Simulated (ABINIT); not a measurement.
A self-consistent single point of Ti3Al (P-6m2, 4 atoms in the cell) with ABINIT.

Method: PBEsol, norm-conserving pseudopotentials (PseudoDojo nc-sr-04 PBEsol standard) (plane waves; ABINIT).

The change in words: lattice scaled by 0.98. Reference geometry:
```
Ti3Al
1.0
    2.92754     0.00000     0.00000
   -1.46377     2.53532     0.00000
    0.00000     0.00000     9.22636
Ti Al
3 1
Direct
  0.66667   0.33333   0.00000
  0.33333   0.66667   0.75059
  0.33333   0.66667   0.24941
  0.66667   0.33333   0.50000
```

Reference input (self-consistent single point, DFT, PBEsol, plane waves, norm-conserving pseudopotentials (PseudoDojo nc-sr-04 PBEsol standard)): pseudos = [Ti.upf, Al.upf]; ecut = 42 Ha; ixc = -116133; occopt = 7; tsmear = 0.136 eV; ngkpt = 10 10 3; nshiftk = 1; shiftk = 0 0 0; potentials = PseudoDojo nc-sr-04 PBEsol standard; nband = 27; kptopt = 1; nstep = 100. This run's input differs from it in these lines:

```diff
@@ -3,6 +3,6 @@
 pseudos "Ti.upf, Al.upf"
-acell 5.5322488073 5.5322488073 17.4352935272
+acell 5.4216041659 5.4216041659 17.0865880346
 rprim
-         1.0000000000    0.0000000005    0.0000000000
-        -0.5000000004    0.8660254035    0.0000000000
+         1.0000000000    0.0000000571    0.0000000000
+        -0.5000000495    0.8660253752    0.0000000000
          0.0000000000    0.0000000000    1.0000000000
@@ -13,6 +13,6 @@
 xcart
-         1.4637699965    0.8451080025    0.0000000000
-        -0.0000000008    1.6902160035    6.9252135524
-        -0.0000000008    1.6902160035    2.3011464476
-         1.4637699965    0.8451080025    4.6131800000
+         1.4344946383    0.8282059748    0.0000000000
+        -0.0000000946    1.6564117857    6.7867094315
+        -0.0000000946    1.6564117857    2.2551235685
+         1.4344946383    0.8282059748    4.5209165000
       Angstrom
```

Output, abridged:

```
--- !BeginCycle
solver: {iscf: 7, nstep: 100, nline: 4, wfoptalg: 0, }
tolerances: {toldfe: 1.00E-09, }
...

     iter   Etot(hartree)      deltaE(h)  residm     vres2
 ETOT  1  -179.93076402851    -1.799E+02 2.090E-01 1.051E+03
 ETOT  2  -179.92364760521     7.116E-03 1.217E-01 2.661E+03
 ETOT  3  -179.92082749622     2.820E-03 1.297E-02 9.534E+03
 ETOT  4  -180.23695563386    -3.161E-01 6.895E-03 7.841E+01
 ETOT  5  -180.24092778052    -3.972E-03 4.048E-03 1.833E+00
   [... 10 lines left out ...]
 ETOT 16  -180.24130651616    -4.106E-09 1.104E-03 1.572E-07
 ETOT 17  -180.24130651768    -1.513E-09 1.491E-03 4.118E-07
 ETOT 18  -180.24130651825    -5.701E-10 7.720E-04 2.574E-08
 ETOT 19  -180.24130651845    -2.075E-10 1.746E-03 1.581E-07
 At SCF step   19, etot is converged :
  for the second time, diff in etot=  2.075E-10 < toldfe=  1.000E-09

 Cartesian components of stress tensor (hartree/bohr^3)
  sigma(1 1)= -1.14863032E-04  sigma(3 2)=  0.00000000E+00
  sigma(2 2)= -1.14863031E-04  sigma(3 1)=  0.00000000E+00
  sigma(3 3)= -1.44155087E-04  sigma(2 1)=  5.28339579E-13

 ----iterations are completed or convergence reached----

 reduced coordinates (array xred) for    4 atoms
       0.666666669618      0.333333334815      0.000000002186
       0.333333336285      0.666666668148      0.750590003284
       0.333333336285      0.666666668148      0.249410001087
       0.666666669618      0.333333334815      0.500000002186
 cartesian forces (eV/Angstrom) at end:
    1      0.00000000000000    -0.00000000000000    -0.00000000000000
   [... lines left out ...]
 Fermi (or HOMO) energy (hartree) =   0.35955   Average Vxc (hartree)=  -0.42567
 Fermi (or HOMO) energy (eV) =   9.78394   Average Vxc (eV)= -11.58320
   [... lines left out ...]
total_energy        : -1.80241306518454E+02
total_energy_eV     : -4.90461537910157E+03
band_energy         : -2.11126611994710E+01
...

-Cartesian components of stress tensor (GPa)         [Pressure=  3.6667E+00 GPa]
- sigma(1 1)= -3.37938649E+00  sigma(3 2)=  0.00000000E+00
- sigma(2 2)= -3.37938647E+00  sigma(3 1)=  0.00000000E+00
- sigma(3 3)= -4.24118838E+00  sigma(2 1)=  1.55442845E-08

 Calculation completed.
```

The run converged in 19 iterations. Against the reference run the free energy stays essentially unchanged (within 1 meV/atom), the pressure goes from -3.42 to 3.67 GPa and the largest force goes from 0.078 to 0.045 eV/Å.

The starting cell comes from a database of computed structures (which also holds hypothetical and non-ambient phases and stackings), without a prior relaxation at this level. For this run, on top of that: lattice scaled by 0.98. Spin polarisation is off. With a pressure of about 4 GPa the cell is away from its equilibrium volume at this level.

Cost on one core of a shared machine: roughly 5 min.
